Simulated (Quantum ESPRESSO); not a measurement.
Quantum ESPRESSO is run on ZnSnN2 (Pna2_1, 16 atoms in the cell), and the run fails. The aim is a self-consistent single point with DFT, revPBE, plane waves, SSSP 1.1.2 efficiency (PBE) pseudopotentials.

Cell that was meant: a = 5.8543 Å, b = 6.7374 Å, c = 5.4806 Å, α = 90.00°, β = 90.00°, γ = 90.00°.

Part of the input:

```fortran
  ibrav = 0
  nat = 16
  ntyp = 3
  ecutwfc = 50.0
  ecutrho = 400
  occupations = 'smearing'
  smearing = 'fd'
[...]
N     0.5797200000    1.0079124016    0.3497149029
N     0.4202800000    0.1429484230    0.8177988827
N     0.9202800000    0.4324819893    0.8177988827
N     0,0797200000    0,7183788354    0,3497149029
K_POINTS {automatic}
4 3 4  1 1 1
CELL_PARAMETERS {angstrom}
```

Log, with long lists cut:

```
     This program is part of the open-source Quantum ESPRESSO suite
     for quantum simulation of materials; please cite

[eval_infix.c] A parsing error occurred
helper string:
0,0797200000
error code:
Error: invalid token: ,

 %%%%%%%%%%%%%%%%%%%%%%%%%%%%%%%%%%%%%%%%%%%%%%%%%%%%%%%%%%%%%%%%%%%%%%%%%%%%%%
     Error in routine card_atomic_positions (1):
     Error while parsing atomic position card.
 %%%%%%%%%%%%%%%%%%%%%%%%%%%%%%%%%%%%%%%%%%%%%%%%%%%%%%%%%%%%%%%%%%%%%%%%%%%%%%

     stopping ...
```

### Question
From the messages shown, name the fault and mend the input.

### Answer
The fault is decimal commas. The program does not read a comma as a decimal mark. To fix it, use decimal points. The program stopped before any SCF iteration.

The sound input it was made from differs as follows (other fixes are possible):
```diff
-  ecutwfc = 50.0
+  ecutwfc = 50
-N     0,0797200000    0,7183788354    0,3497149029
+N     0.0797200000    0.7183788354    0.3497149029
```

With that input, the run converged in 15 iterations: free energy E − TS -36207.3292 eV; top of the valence band (on the code's own zero) 10.46 eV; gap on the k-point mesh 1.57 eV; pressure 6.30 GPa; largest force (vector length) 0.111 eV/Å (DFT, revPBE, plane waves, SSSP 1.1.2 efficiency (PBE) pseudopotentials).

On the sound input: the starting cell comes from a database of computed structures (which also holds hypothetical and non-ambient phases and stackings), without a prior relaxation at this level. With a pressure of about 6 GPa the cell is away from its equilibrium volume at this level. The shifted mesh does not hold Γ, so a gap read on it misses any band edge there.
